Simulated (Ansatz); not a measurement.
Base system: CuI in the zinc blende structure (space group F-43m, No. 216; a = 5.8619 Å).

All numbers come from LDA in Ansatz (plane waves to 420 eV, PAW, without spin-orbit coupling).

Before the change:

The valley order comes out as Γ 1.22 eV; L along ⟨111⟩ 2.12 eV; X along ⟨100⟩ 2.41 eV and the electron mass is 0.14 mₑ (at Γ).

The change: the cell is scaled by 1.0300 in all directions, atoms relaxed at fixed cell.

Problem. What does the calculation give for the valley order after the change?

Solution. The valley order (the lowest conduction-band minima on the path, energy above the VBM, named in the base's zone) changes from Γ 1.22 eV; L along ⟨111⟩ 2.12 eV; X along ⟨100⟩ 2.41 eV to Γ 0.97 eV; L along ⟨111⟩ 2.04 eV; X along ⟨100⟩ 2.59 eV.

Problem. What happens to the mean gap deformation potential ΔEg/Δln V?

Solution. The mean gap deformation potential ΔEg/Δln V comes out as -2.8 eV.

Problem. Predict the new energy relative to the base.

Solution. The energy grows by 32 meV/atom.

Problem. How does this affect the electron mass?

Solution. The electron mass becomes 0.13 mₑ (at Γ) (base: 0.14 mₑ (at Γ)).

With I present, leaving out spin-orbit coupling can change the band edges. The cells carry an imposed strain or load. Masses are band curvatures over ±0.01 Å⁻¹ around the edge. No phonon test of stability was made. All final runs are without spin polarisation.

Ansatz is an electronic-structure program.
